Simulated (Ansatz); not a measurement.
**As (model structure, Fd-3m, No. 227, 2 atoms in the cell)**

Level of theory: PBE-D3(BJ) (Ansatz, a quantum-chemistry and plane-wave program, PAW).

Numerical settings: plane-wave cutoff 520 eV, 16×16×16 k mesh, Fermi–Dirac smearing 0.05 eV, scalar-relativistic PAW data made under PBE.

Cell (relaxed at this level):

```cif
data_As2
_chemical_formula_sum 'As2'
_space_group_name_H-M_alt 'P 1'
_space_group_IT_number 1
_cell_length_a 4.26054
_cell_length_b 4.26054
_cell_length_c 4.26054
_cell_angle_alpha 60.000
_cell_angle_beta 60.000
_cell_angle_gamma 60.000
loop_
_space_group_symop_operation_xyz
  'x, y, z'
loop_
_atom_site_label
_atom_site_type_symbol
_atom_site_fract_x
_atom_site_fract_y
_atom_site_fract_z
_atom_site_occupancy
As1 As 0.00000 0.00000 0.00000 1
As2 As 0.25000 0.25000 0.25000 1
```

For As (model structure, Fd-3m, No. 227, 2 atoms in the cell), the band gap is none.

Note: the relaxation could raise the start's symmetry but not lower it, so the cell can be a saddle point.

Spin–orbit coupling is not included.

The computed numbers hold no vibrational or temperature effects.

A model structure was made by putting elements into a prototype or built by hand; it is no filed structure, need not be a known phase, and can be a saddle point held by its symmetry.
